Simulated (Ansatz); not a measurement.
Faces of rock-salt TaC in 1x1 cells, as slabs relaxed from ideal cuts; for each face the lowest of the symmetric, stoichiometric cuts and spin starts that were computed. The slabs keep the symmetry of their cuts; real faces may buckle, or reconstruct in larger cells. No spin-orbit coupling, no Hubbard U.

Level of theory: PBE (plane waves to 420 eV, PAW; Ansatz, an electronic-structure program).

| face | cell area (Å²) | outermost plane spacing of the ideal cut (Å) | γ unrelaxed (J/m²) | γ relaxed (J/m²) | work function, top face (eV) |
|---|---|---|---|---|---|
| (100) | 10.02 | 2.24 | 1.94 | [?] | 3.66 |
| (110) | 14.16 | 1.58 | 3.68 | 3.24 | 4.13 |
| (210) | 22.40 | 1.00 | 3.09 | [?] | 3.85 |
| (211) | 24.53 | 0.91 | 4.07 | 3.25 | [?] |
| (221) | 30.05 | 0.75 | 4.31 | [?] | 4.70 |

Question: What belongs in the gaps?

Answer: 
- (100), γ relaxed (J/m²): 1.48
- (210), γ relaxed (J/m²): 2.39
- (211), work function, top face (eV): 4.30
- (221), γ relaxed (J/m²): 3.53
